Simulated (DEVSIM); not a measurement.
Device: abrupt Ge p-n junction, at 250 K.

```
layer (left to right)  material  thickness (μm)  Nd (cm⁻³)  Na (cm⁻³)  τn (s)  τp (s)
---------------------  --------  --------------  ---------  ---------  ------  ------
1                            Ge            27.0          -     2.4e16  1.7e-6  1.7e-6
2                            Ge            94.0     3.1e15          -  1.7e-6  1.7e-6
```

Left contact: ohmic. Right contact: ohmic. Voltage is applied to the left contact. Recombination: SRH at mid-gap, radiative. Mobility is constant in doping.

The device is made up for the run: typed textbook-type constants, with dimensions and the other settings drawn at random. Values at 300 K; Nc and Nv go as T^1.5, mobilities as T to minus their exponent, the gap by Varshni's rule with the affinity fixed.

```
parameter               Ge
----------------  --------
gap (eV)             0.664
affinity (eV)            4
permittivity            16
Nc (cm⁻³)          1.04e19
Nv (cm⁻³)             6e18
μn (cm²/Vs)           3900
μp (cm²/Vs)           1900
T exponent of μn      1.66
T exponent of μp      2.33
B (cm³/s)          6.4e-14
Varshni α (eV/K)  0.000477
Varshni β (K)          235
```

Simulated with DEVSIM: 1D drift-diffusion, Boltzmann statistics, complete ionisation; no tunnelling, impact ionisation, image-force lowering or self-heating.

Question: Tabulate band edges, carrier densities and field at -2.0 V on the left contact.

Answer: Energies count from the Fermi level of the right contact; mesh points crowd at the junctions.

| x (μm) | Ec (eV) | Ev (eV) | n (cm⁻³) | p (cm⁻³) | field (V/cm) |
|---|---|---|---|---|---|
| 0.000 | 2.570 | 1.887 | 2.6e7 | 2.4e16 | ≈ 0 |
| 0.05760 | 2.570 | 1.887 | 2.6e7 | 2.4e16 | ≈ 0 |
| 0.2421 | 2.570 | 1.887 | 2.6e7 | 2.4e16 | ≈ 0 |
| 0.8796 | 2.570 | 1.887 | 2.5e7 | 2.4e16 | ≈ 0 |
| 4.588 | 2.570 | 1.887 | 2.2e7 | 2.4e16 | ≈ 0 |
| 15.06 | 2.570 | 1.887 | 1.1e7 | 2.4e16 | ≈ 0 |
| 23.35 | 2.570 | 1.887 | 3400000 | 2.4e16 | ≈ 0 |
| 26.30 | 2.570 | 1.887 | 540000 | 2.4e16 | ≈ 0 |
| 26.81 | 2.567 | 1.884 | 55000 | 2.1e16 | -940 |
| 26.96 | 2.412 | 1.729 | 7600 | 1.6e13 | -27000 |
| 27.00 | 2.257 | 1.574 | 9700 | 1.2e10 | -38000 |
| 27.13 | 1.821 | 1.139 | 27000 | 180000 | -34000 |
| 27.49 | 0.828 | 0.145 | 120000 | 150000 | -21000 |
| 28.65 | 0.169 | -0.514 | 3.1e15 | 1500000 | ≈ 0 |
| 35.53 | 0.169 | -0.514 | 3.1e15 | 2.0e7 | ≈ 0 |
| 56.06 | 0.169 | -0.514 | 3.1e15 | 6.9e7 | ≈ 0 |
| 97.52 | 0.169 | -0.514 | 3.1e15 | 1.6e8 | ≈ 0 |
| 114.1 | 0.169 | -0.514 | 3.1e15 | 1.9e8 | ≈ 0 |
| 119.7 | 0.169 | -0.514 | 3.1e15 | 2.0e8 | ≈ 0 |
| 120.6 | 0.169 | -0.514 | 3.1e15 | 2.0e8 | ≈ 0 |
| 120.9 | 0.169 | -0.514 | 3.1e15 | 2.0e8 | ≈ 0 |
| 121.0 | 0.169 | -0.514 | 3.1e15 | 2.0e8 | ≈ 0 |
